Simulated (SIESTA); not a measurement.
A self-consistent single point of Si2W (I4/mmm, 3 atoms in the cell) with SIESTA.

Level of theory: GGA PBE, numerical atomic orbitals TZP, PseudoDojo PBE standard norm-conserving potentials (rewritten from UPF to PSML) run with SIESTA.

The change in words: lattice scaled by 0.98. Reference geometry:
```
CELL_PARAMETERS angstrom
     -1.57297     1.57297     3.81755
      1.57297    -1.57297     3.81755
      1.57297     1.57297    -3.81755
ATOMIC_POSITIONS crystal
  Si 0.33499 0.33499 0.00000
  Si 0.66501 0.66501 0.00000
  W  0.00000 0.00000 0.00000
```

Reference input (self-consistent single point, DFT, GGA PBE, numerical atomic orbitals TZP, PseudoDojo PBE standard norm-conserving potentials (rewritten from UPF to PSML)): XC.functional = GGA; XC.authors = PBE; potentials = PseudoDojo PBE standard; PAO.BasisSize = TZP; PAO.EnergyShift = 0.005 Ry; MeshCutoff = 300 Ry; kgrid.MonkhorstPack = 15 15 15; OccupationFunction = FD; ElectronicTemperature = 0.05 eV; MaxSCFIterations = 150; SCF.Mixer.Method = Pulay; SCF.Mixer.Weight = 0.25. This run's input differs from it in these lines:

```diff
@@ -10,7 +10,7 @@
 %endblock ChemicalSpeciesLabel
-LatticeConstant              4.418385 Ang
+LatticeConstant              4.330017 Ang
 %block LatticeVectors
-    -0.356004966    0.356004966    0.864014340
-     0.356004966   -0.356004966    0.864014340
-     0.356004966    0.356004966   -0.864014340
+    -0.356005069    0.356005069    0.864014391
+     0.356005069   -0.356005069    0.864014391
+     0.356005069    0.356005069   -0.864014391
 %endblock LatticeVectors
@@ -18,4 +18,4 @@
 %block AtomicCoordinatesAndAtomicSpecies
-     0.000000000   -0.000000000    2.557680809  1
-     0.000000000   -0.000000000    5.077415191  1
+     0.000000000   -0.000000000    2.506527166  1
+    -0.000000000    0.000000000    4.975866834  1
      0.000000000    0.000000000    0.000000000  2
```

Output, abridged:

```
        iscf     Eharris(eV)        E_KS(eV)     FreeEng(eV)     dDmax    Ef(eV) dHmax(eV)
   scf:    1    -2258.547254    -2292.527705    -2292.529870  1.531950 -4.604032  7.344858
   scf:    2    -2294.748096    -2294.005891    -2294.007514  0.109926 -5.058124  1.843210
   scf:    3    -2294.101921    -2294.069228    -2294.070759  0.040480 -5.161503  0.503002
   scf:    4    -2294.090182    -2294.080934    -2294.082528  0.036445 -5.200226  0.156462
   scf:    5    -2294.082186    -2294.081776    -2294.083340  0.013583 -5.224278  0.074912
   scf:    6    -2294.081887    -2294.081932    -2294.083505  0.002177 -5.217648  0.021132
   scf:    7    -2294.081951    -2294.081947    -2294.083520  0.000873 -5.219792  0.001036
   scf:    8    -2294.081946    -2294.081947    -2294.083520  0.000030 -5.219688  0.000757
   scf:    9    -2294.081947    -2294.081947    -2294.083520  0.000023 -5.219751  0.000100
   scf:   10    -2294.081947    -2294.081947    -2294.083520  0.000002 -5.219741  0.000043
SCF Convergence by DM+H criterion
max |DM_out - DM_in|         :     0.0000021661
max |H_out - H_in|      (eV) :     0.0000429688
SCF cycle converged after 10 iterations

Using DM_out to compute the final energy and forces

siesta: E_KS(eV) =            -2294.0819

siesta: E_KS - E_eggbox =     -2294.0819

siesta: Atomic forces (eV/Ang):
     1   -0.000558   -0.000558   -0.554656
     2    0.000558    0.000558    0.554656
     3   -0.000000   -0.000000   -0.000000
   Tot   -0.000000   -0.000000   -0.000000
   Max    0.554656
   Res    0.261468    sqrt( Sum f_i^2 / 3N )
   Max    0.554656    constrained

Stress tensor Voigt[x,y,z,yz,xz,xy] (kbar):     -407.73     -407.73     -483.92        0.12        0.12       -0.09
(Free)E + p*V (eV/cell)    -2284.4704
Target enthalpy (eV/cell)    -2294.0835

   [... lines left out ...]
siesta: FreeEng =     -2294.083520
   [... lines left out ...]
siesta:    -0.254483   -0.000054    0.000076
siesta:    -0.000054   -0.254483    0.000076
siesta:     0.000076    0.000076   -0.302036

siesta: Cell volume =         35.560031 Ang**3

siesta: Pressure (static):
siesta:                Solid            Molecule  Units
siesta:           0.00294431          0.00280448  Ry/Bohr**3
siesta:           0.27033428          0.25749556  eV/Ang**3
siesta:         433.12325927        412.55337377  kBar
```

The run converged in 10 iterations. Against the reference run the free energy goes up by 148 meV/atom, the pressure goes from 21.71 to 43.31 GPa and the largest force goes from 0.340 to 0.555 eV/Å.

The starting cell comes from a database of computed structures (which also holds hypothetical and non-ambient phases and stackings), without a prior relaxation at this level. Its lattice was rescaled by a random factor within 2.5 % of one. For this run, on top of that: lattice scaled by 0.98. Spin polarisation is off. Values carry the incompleteness of an atom-centred basis. With a pressure of about 43 GPa the cell is away from its equilibrium volume at this level.

Cost on one core of a shared machine: roughly 6 min.
